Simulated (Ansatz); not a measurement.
A self-consistent single point of a (111) slab of NaTl (cut from a parent of space group no. 227; 8 atoms in the cell) with Ansatz (an electronic-structure program).

Computed with LDA (PW92), default PAW files made with PBE (plane waves; Ansatz).

The change in words: vacuum of 3 angstrom (first run: 14 Å). Reference geometry:
```yaml
crystal:
  lattice:
    - [5.30410, 0.00000, 0.00000]
    - [2.65205, 4.59349, 0.00000]
    - [0.00000, 0.00000, 21.57890]
  atoms:
    - { symbol: Na, position: [0.25000, 0.25000, 0.42474] }
    - { symbol: Na, position: [0.91667, 0.91667, 0.37456] }
    - { symbol: Na, position: [0.58333, 0.58333, 0.62543] }
    - { symbol: Na, position: [0.25000, 0.25000, 0.57526] }
    - { symbol: Tl, position: [0.58333, 0.58333, 0.32439] }
    - { symbol: Tl, position: [0.58333, 0.58333, 0.47491] }
    - { symbol: Tl, position: [0.91667, 0.91667, 0.52509] }
    - { symbol: Tl, position: [0.91667, 0.91667, 0.67561] }
```

Reference input (self-consistent single point, DFT, LDA (PW92), plane waves, default PAW files made with PBE): basis.ecutwfc = 420 eV; kpoints.mp_grid.grid = 7 7 1; hamiltonian.xc = lda; hamiltonian.pseudopotentials = {kind: paw} (the program's default PAW files); scf.occupations.method = gaussian; scf.occupations.width = 0.1 eV. This run's input differs from it in these lines:

Ansatz 0.2 input:
```diff
@@ -5,12 +5,12 @@
     - [2.65205200, 4.59348900, 0.00000000]
-    - [0.00000000, 0.00000000, 21.57889700]
+    - [0.00000000, 0.00000000, 10.57889700]
   atoms:
-    - { symbol: Na, position: [0.25000000, 0.25000000, 0.42473900] }
-    - { symbol: Na, position: [0.91666700, 0.91666700, 0.37456500] }
-    - { symbol: Na, position: [0.58333300, 0.58333300, 0.62543500] }
-    - { symbol: Na, position: [0.25000000, 0.25000000, 0.57526100] }
-    - { symbol: Tl, position: [0.58333300, 0.58333300, 0.32439100] }
-    - { symbol: Tl, position: [0.58333300, 0.58333300, 0.47491300] }
-    - { symbol: Tl, position: [0.91666700, 0.91666700, 0.52508700] }
-    - { symbol: Tl, position: [0.91666700, 0.91666700, 0.67560900] }
+    - { symbol: Na, position: [0.25000000, 0.25000000, 0.34648200] }
+    - { symbol: Na, position: [0.91666700, 0.91666700, 0.24413700] }
+    - { symbol: Na, position: [0.58333300, 0.58333300, 0.75586300] }
+    - { symbol: Na, position: [0.25000000, 0.25000000, 0.65351800] }
+    - { symbol: Tl, position: [0.58333300, 0.58333300, 0.14179200] }
+    - { symbol: Tl, position: [0.58333300, 0.58333300, 0.44882700] }
+    - { symbol: Tl, position: [0.91666700, 0.91666700, 0.55117300] }
+    - { symbol: Tl, position: [0.91666700, 0.91666700, 0.85820800] }
 basis:
```

The program printed (abridged):

```
SCF iter   1: F=—  HF=-50452.320506 eV  |F-HF|=—  |Δ(HF+E_count)|=         —  Δρ=5.67e-3  dr2=1.14e-1  ethr=1.77e-3  ⟨swp⟩=7.2  Hψ=1680  notcnv=0
all-band conjugate gradients solve this SCF's bands
preconditioner: auto → LDOS
SCF iter   2: F=—  HF=-50452.304404 eV  |F-HF|=—  |Δ(HF+E_count)|=   1.61e-2  Δρ=4.24e-3  dr2=2.52e-2  ethr=1.30e-4  ⟨swp⟩=2.0  Hψ=887  notcnv=0  defer=24
   [... lines left out ...]
SCF iter   5: F=—  HF=-50452.288325 eV  |F-HF|=—  |Δ(HF+E_count)|=   1.64e-5  Δρ=6.45e-5  dr2=1.89e-5  ethr=1.53e-7  ⟨swp⟩=2.8  Hψ=660  notcnv=0  defer=24
SCF iter   6: F=—  HF=-50452.288478 eV  |F-HF|=—  |Δ(HF+E_count)|=   1.53e-4  Δρ=1.94e-5  dr2=2.61e-6  ethr=2.15e-8  ⟨swp⟩=2.0  Hψ=626  notcnv=0  defer=24
SCF iter   7: F=—  HF=-50452.288478 eV  |F-HF|=—  |Δ(HF+E_count)|=   3.77e-7  Δρ=5.20e-6  dr2=1.60e-7  ethr=2.96e-9  ⟨swp⟩=2.9  Hψ=654  notcnv=0  defer=24
SCF iter   8: F=-50452.288478 eV  HF=-50452.288478 eV  |F-HF|=2.25e-8  |Δ(HF+E_count)|=   1.06e-8  Δρ=2.67e-6  dr2=2.82e-8  ethr=1.14e-10  ⟨swp⟩=10.0  Hψ=1547  notcnv=0
SCF 1 converged in 8 iterations: F = -50452.288478 eV  dr2 = 2.82e-8
Free energy (F): -50452.288478 eV
Internal energy: -50452.261078 eV  (E = F + TS)
E sigma→0 (E₀):  -50452.274778 eV
Entropy (-TS):   -0.027399 eV (-3.425 meV/atom)
Fermi energy:    5.343706 eV
--- Forces (eV/Å), atoms counted from 1 ---
  atom   1  Na    -0.00000000    -0.00000000    -0.01863836
  atom   2  Na    -0.00000000     0.00000000    -0.19252300
  atom   3  Na     0.00000000    -0.00000000     0.19252300
  atom   4  Na    -0.00000000     0.00000000     0.01863836
  atom   5  Tl     0.00000000     0.00000000    -0.26483716
  atom   6  Tl    -0.00000000     0.00000000    -0.06884759
  atom   7  Tl    -0.00000000    -0.00000000     0.06884759
  atom   8  Tl     0.00000000    -0.00000000     0.26483716
--- Stress (GPa, compression-positive) ---
       -1.055742      -0.000000      -0.000000
       -0.000000      -1.055742       0.000000
       -0.000000       0.000000      -3.078169
  P = ⅓ Tr σ = -1.7299 GPa (-17.299 kbar)
  The stress holds the Pulay correction. Without it, at fixed plane waves, as pw.x and ABINIT print it: P = -1.7457 GPa
```

The run converged in 8 iterations. Against the reference run the free energy goes down by 93.0 meV/atom and the largest force goes from 0.440 to 0.265 eV/Å.

The starting cell comes from a database of computed structures (which also holds hypothetical and non-ambient phases and stackings), without a prior relaxation at this level. The slab is cut from that crystal, and its faces are unrelaxed. Its lattice was rescaled by up to half a per cent. Spin-orbit coupling is off.
